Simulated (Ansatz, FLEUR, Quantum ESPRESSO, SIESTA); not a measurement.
**Code comparison for La₃Ga (P1, 4 atoms in the cell)**

Self-consistent single point, at a second geometry (atoms moved at random). First geometry:

```yaml
crystal:
  lattice:
    - [4.93068, 0.00000, 0.00000]
    - [0.00000, 4.93068, 0.00000]
    - [0.00000, 0.00000, 4.93068]
  atoms:
    - { symbol: La, position: [0.00000, 0.50000, 0.50000] }
    - { symbol: La, position: [0.50000, 0.00000, 0.50000] }
    - { symbol: La, position: [0.50000, 0.50000, 0.00000] }
    - { symbol: Ga, position: [0.00000, 0.00000, 0.00000] }
```

Second geometry:
```
La3Ga
1.0
    4.93068     0.00000     0.00000
    0.00000     4.93068     0.00000
    0.00000     0.00000     4.93068
La Ga
3 1
Direct
  0.98850   0.51201   0.48448
  0.48964   0.99037   0.49467
  0.50908   0.49502   0.00574
  0.01279   0.00261   0.01512
```

Shared settings, as Ansatz (an electronic-structure program) writes them: kpoints.mp_grid.grid = 5 5 5; scf.occupations.method = gaussian; scf.occupations.width = 0.02 Ry. Potentials and cutoffs stand in the table.

```tsv
code	model	ΔF from the first geometry (meV/atom)	pressure (GPa)	largest force (eV/Å)	cutoff
SIESTA	GGA PBEsol, numerical atomic orbitals DZP, PseudoDojo PBEsol standard norm-conserving potentials (rewritten from UPF to PSML)	16.5	0.22	0.584	grid 350 Ry
FLEUR	PBEsol, all-electron FLAPW (FLEUR), scalar-relativistic valence	–	–	0.316	Kmax 3.8 1/bohr
Quantum ESPRESSO	PBEsol, GBRV 1.5 ultrasoft (PBESOL) pseudopotentials	9.0	-2.04	0.316	50 Ry
Ansatz	PBEsol, PAW files made with PBE	8.6	-2.20	0.299	30.9 Ry
```

Size of the force on each atom (eV/Å): Sizes of forces hide their directions.

```
code                La1    La2    La3    Ga4
----------------  -----  -----  -----  -----
SIESTA            0.584  0.518  0.504  0.289
FLEUR             0.316  0.289  0.246  0.198
Quantum ESPRESSO  0.316  0.290  0.248  0.193
Ansatz            0.299  0.276  0.231  0.191
```

A dash marks a value that a program does not give, or that is left out as unsure.

The spread over the programs that give each value: ΔF from the first geometry within 7.9 meV/atom; pressure within 2.42 GPa; largest force within 0.285 eV/Å.

SIESTA uses small atom-centred bases, whose incompleteness enters pressures, forces and empty levels differently from a plane-wave cutoff. FLEUR treats all electrons, but the usual bases taken here (sphere radii, linearisation, local orbitals, empty states) were not tested for convergence, so the values are no reference for the others. Ansatz's pressure is given at a fixed set of plane waves, as the other plane-wave codes print theirs. In the pressure, SIESTA (by 2.34) lies more than 1 GPa from the median of the plane-wave programs. In the force vectors, SIESTA (by 0.278) lies more than 0.08 eV/Å from the median of the plane-wave programs.

The starting cell comes from a database of computed structures (which also holds hypothetical and non-ambient phases and stackings), without a prior relaxation at this level. For this run, on top of that: atoms moved at random.

Left out of this page: CP2K (unsound by tests on forces, stress, charge or solver warnings); Elk (not drawn, or without a comparable value).

Keys are those of Ansatz 0.2.
